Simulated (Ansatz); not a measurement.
GaAs (model structure, started from the BN type, Pm-3n, No. 223, 12 atoms in the cell), treated with r²SCAN in Ansatz (PAW).

Settings: plane-wave cutoff 560 eV, 6×6×6 k mesh, Fermi–Dirac smearing 0.01 eV, scalar-relativistic PAW data made under PBE.

Cell (relaxed at this level):

```yaml
crystal:
  lattice:
    - [6.98863, 0.00000, 0.00000]
    - [0.00000, 6.98863, 0.00000]
    - [0.00000, 0.00000, 6.98863]
  atoms:
    - { symbol: Ga, position: [0.25000, 0.00000, 0.50000] }
    - { symbol: Ga, position: [0.50000, 0.25000, 0.00000] }
    - { symbol: Ga, position: [0.50000, 0.75000, 0.00000] }
    - { symbol: Ga, position: [0.75000, 0.00000, 0.50000] }
    - { symbol: Ga, position: [0.00000, 0.50000, 0.75000] }
    - { symbol: Ga, position: [0.00000, 0.50000, 0.25000] }
    - { symbol: As, position: [0.25000, 0.50000, 0.00000] }
    - { symbol: As, position: [0.00000, 0.25000, 0.50000] }
    - { symbol: As, position: [0.00000, 0.75000, 0.50000] }
    - { symbol: As, position: [0.75000, 0.50000, 0.00000] }
    - { symbol: As, position: [0.50000, 0.00000, 0.75000] }
    - { symbol: As, position: [0.50000, 0.00000, 0.25000] }
```

Question: Give the computed band gap.

Answer: 
band gap: 0.78 eV (direct)

Note: the relaxation could raise the start's symmetry but not lower it, so the cell can be a saddle point.

Spin–orbit coupling is not included.

Computed values are for the static lattice.

The result took about 90 core-seconds (a rough figure).

A model structure was made by putting elements into a prototype or built by hand; it is no filed structure, need not be a known phase, and can be a saddle point held by its symmetry.

Ansatz is a quantum-chemistry and plane-wave program.
